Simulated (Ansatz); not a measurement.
# A computed series for CsPbBr3: response to strain

Consider CsPbBr₃ in the cubic perovskite structure (space group Pm-3m, No. 221).

```xyz
5
Lattice="5.7702 0.0000 0.0000 0.0000 5.7702 0.0000 0.0000 0.0000 5.7702" Properties=species:S:1:pos:R:3 pbc="T T T"
Cs     0.0000     0.0000     0.0000
Pb     2.8851     2.8851     2.8851
Br     2.8851     0.0000     2.8851
Br     0.0000     2.8851     2.8851
Br     2.8851     2.8851     0.0000
```

Cartesian axes are those of the cell as printed.

Strains are applied to the cell and any free atomic positions relax; under biaxial strain the out-of-plane vector relaxes too.

Computed with LDA (Ansatz, a first-principles code), scalar-relativistic without spin-orbit coupling.

Candidates:
(a) biaxial strain −1.20 %, plane normal [001], relaxed out of plane
(b) biaxial strain −0.60 %, plane normal [001], relaxed out of plane
(c) biaxial strain −3.00 %, plane normal [001], relaxed out of plane
(d) biaxial strain −2.40 %, plane normal [001], relaxed out of plane
(e) biaxial strain −1.80 %, plane normal [001], relaxed out of plane

Notes on the quantities. in-plane stress: mean in-plane stress (compression positive).

Order them by in-plane stress, highest first.

(c) biaxial strain −3.00 %, plane normal [001], relaxed out of plane (+2.5 GPa), (d) biaxial strain −2.40 %, plane normal [001], relaxed out of plane (+1.9 GPa), (e) biaxial strain −1.80 %, plane normal [001], relaxed out of plane (+1.4 GPa), (a) biaxial strain −1.20 %, plane normal [001], relaxed out of plane (+0.9 GPa), (b) biaxial strain −0.60 %, plane normal [001], relaxed out of plane (+0.4 GPa)

Whether these cells are dynamically stable was not tested. Many cubic perovskites are stable only at high temperature; tilts and polar distortions were not tested. This is not the structure that CsPbBr3 has at room temperature and ambient pressure.
